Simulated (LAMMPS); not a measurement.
System: a melt of Al (fcc), 2048 atoms, cooled from 1400 K to 300 K at 1e+13 K/s, at zero pressure.

Method: classical MD, pair style eam/fs, file Al_mm.eam.fs; code LAMMPS.

```
Item                                                                                Value
---------------------------------------  ------------------------------------------------
state found                                                                         glass
density                                                           2.54 g/cm³ (one sample)
volume per atom                                                      17.6 Å³ (one sample)
enthalpy per atom                                                  -3.247 eV (one sample)
first peak of g(r)                                                     2.83 Å, height 4.2
coordination number                                              12.5 (counted to 3.66 Å)
most common Al-Al-Al angle               in the 3° bin centred on 58.5° (mean of all 96°)
mean frequency of the velocity spectrum                                           5.2 THz
energy above the crystal at 0 K                                             0.081 eV/atom
cost                                                               roughly 9 core-minutes
```

Potential: file Al_mm.eam.fs of the LAMMPS distribution.
